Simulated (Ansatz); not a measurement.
Cu on the 1x1 (111) surface of fcc Ni, ferromagnetic, one in a 2x2 cell, energies for each (21.5 Å²). Energies are against an atom of fcc Cu, without zero-point or thermal terms; each row is named by its start.

Computed with PBE (plane waves to 420 eV, PAW; Ansatz, a quantum-chemistry and plane-wave program).

Set-up: 17 atoms, 6.0 Å thick at the start under the adsorbate (thin: gaps and levels are the slab's own); mesh 7x7x1; 0.1 eV smearing; dipole correction on; 8 atoms held, the rest relaxed; each run with such symmetry as its start has; spin-polarised, no spin-orbit, no U, no dispersion correction.

A negative adsorption energy means that the adsorbate is more stable on the surface than in its reference. Starts that drift may end in the same place. Heights count from the host atoms within 0.3 Å of the top one.

| starting site | E_ads (eV) | height (Å) | nearest host atom (Å) | bonded to | Δ work function (eV) | lateral drift (Å) | moment (μB) |
|---|---|---|---|---|---|---|---|
| top Ni | ? | 1.99 | Ni 2.19 | Ni | -1.30 | 0.0 | 10.5 |
| hollow Ni-Ni-Ni over Ni at depth 2.0 Å | 0.69 | 1.86 | Ni 2.38 | 3 Ni | -1.25 | 0.0 | 10.4 |
| hollow Ni-Ni-Ni over Ni at depth 4.0 Å | 0.68 | 1.86 | Ni 2.37 | 3 Ni | -1.27 | 0.0 | 10.4 |
| bridge Ni-Ni (span 2.5 Å) | 0.68 | 1.86 | Ni 2.37 | 3 Ni | -1.27 | 0.7 | 10.4 |

**Question.** Some entries are withheld; supply them.

**Answer.** 
- top Ni, E_ads (eV): 1.17
